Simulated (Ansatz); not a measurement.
We consider A15 Mo3Si, described by r²SCAN in Ansatz (plane waves, PAW).

Numerical settings: plane-wave cutoff 500 eV, 8×8×8 k mesh, Fermi–Dirac smearing 0.05 eV, no spin polarisation, scalar-relativistic PAW data made under PBE.

Computed at the level's own relaxed cell.

### Question
Estimate the volume per atom and lattice parameter a that the calculation returns.

### Answer

* **volume per atom**: 14.57 Å³/atom
* **lattice parameter a**: 4.885 Å

Measured, for comparison: lattice constant a 4.889 Å (temperature not stated, copied from a table, unchecked, no zero-point or thermal correction; as tabulated in Dopovidi Akademii Nauk Ukrains'koi RSR, Seriya A: Fiziko-Tekhnichni ta Matematichni Nauki 1970, 553 (1970)). Computed (rounded) less measured: lattice constant a not scored (unchecked).

The computed numbers hold no vibrational or temperature effects.

It cost around 2.2 core-minutes (rough) of CPU time.

Ansatz is a quantum-chemistry and plane-wave program.
